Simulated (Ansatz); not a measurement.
Take FeO in the rock salt structure (space group Fm-3m, No. 225; a = 4.246 Å; ferromagnetic; relaxed with 0.1 eV smearing) as the base. Axes: x, y, z lie along the cube axes.

All numbers come from PBEsol (Ansatz, an electronic-structure program; PAW; 420 eV plane waves; no SOC).

Before the change:

```
Quantity                        Result
-----------------------------  -------
Pressure                       0.0 GPa
Shortest interatomic distance  2.123 Å
```

Modification: tensile biaxial strain of 1.94 % in the plane normal to [001], as in epitaxy on a mismatched substrate; the out-of-plane cell vector and the atoms relax.

What does the calculation give for the pressure, out-of-plane strain, energy relative to the base and shortest interatomic distance after the change?

The pressure (mean of the normal stresses, compression positive) goes from zero to -3.2 GPa; the out-of-plane strain amounts to -1.97 %; the energy increases by 5.8 meV/atom; the shortest interatomic distance shrinks by 0.042 Å, from 2.123 Å to 2.081 Å.

Whether these cells are dynamically stable was not tested. No Hubbard U is applied and the magnetic state is the run's own (FeO ferromagnetic); other magnetic orders, which need larger cells, were not tried and can change the gap. The base started in P-1 and relaxed to Fm-3m at this level. In its common phase, real FeO is an antiferromagnetic insulator at low temperature.
